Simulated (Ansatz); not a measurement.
System: Al-vacancy pair (Al on one host Ga site, one Ga site vacant) in wurtzite GaN (charge state -3). The step: one Ga atom jumps into the vacancy from a nearby Ga site (Al-vacancy distance between ideal sites 3.21 Å throughout); the atom moves 3.08 Å along (0.96, 0.96, 0.00) of the unit cell; the moving atom starts with neighbours N at 1.87, 2 N at 1.99, N at 2.01 Å and ends with N at 1.87, 2 N at 1.99, N at 2.01 Å. A PBE band in Ansatz (plane-wave PAW, one k-point at (0.125, 0.250, 0.250), 72 host sites, 22 SCF runs with any check of the saddle's order, static, no finite-size correction) gives a forward barrier of 2.07 eV. The saddle point's order was not checked, and it lies on a symmetry element of the cell, where a band can be held. The charge state is imposed; whether it is stable for some Fermi level was not computed. Forms of the defect that were not tried may lie lower.

Single points at the band's start and saddle point can refine it. Rough cost of one point, in units of the band's mean SCF on the same machine:

```tsv
Level	Cost of one point
PBE, a 2×2×2 k-point mesh shifted by half a step along c	about 5
r2SCAN at 500 eV, one k-point at (0.125, 0.250, 0.250)	about 3
```

Task: Which of these move the barrier by more than 0.1 eV, and how far does each move it?

Result: PBE, a 2×2×2 k-point mesh shifted by half a step along c: +0.04 eV; r2SCAN at 500 eV, one k-point at (0.125, 0.250, 0.250): +0.28 eV. Each functional is compared with PBE at the same k-points.

Ansatz is an electronic-structure program.
